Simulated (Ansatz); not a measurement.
**Hypothetical diamond Hf: pressure series**

Take Hf in the diamond structure (space group Fd-3m, No. 227; a = 6.376 Å; a hypothetical phase, not in the database extracts checked) as the base.

Cell and atoms are relaxed at each pressure.

Method: Kohn–Sham DFT with the PBEsol functional, run in Ansatz (a quantum-chemistry and plane-wave program) with PAW and 420 eV plane waves, spin-orbit coupling left out.

```csv
P (GPa),V (Å³/atom)
-2.00,34.809
-0.99,33.546
0.30,32.062
0.71,31.623
1.50,30.804
2.99,29.440
5.00,28.044
7.49,26.669
9.99,25.548
```

Problem. Fit a third-order Birch–Murnaghan equation of state.

Solution. Least squares on P(V) = (3B₀/2)[(V₀/V)^(7/3) − (V₀/V)^(5/3)]·[1 + (3/4)(B₀′ − 4)((V₀/V)^(2/3) − 1)] gives V₀ = 32.29 Å³/atom, B₀ = 28 GPa and B₀′ = 3.5.

Load acts through the strain it causes; cell and atoms are relaxed under it. No phonon test of stability was made. No other phases were tried under pressure. The final runs are not spin-polarised. Hf has a high density of states at the Fermi level and may be magnetic at this level.
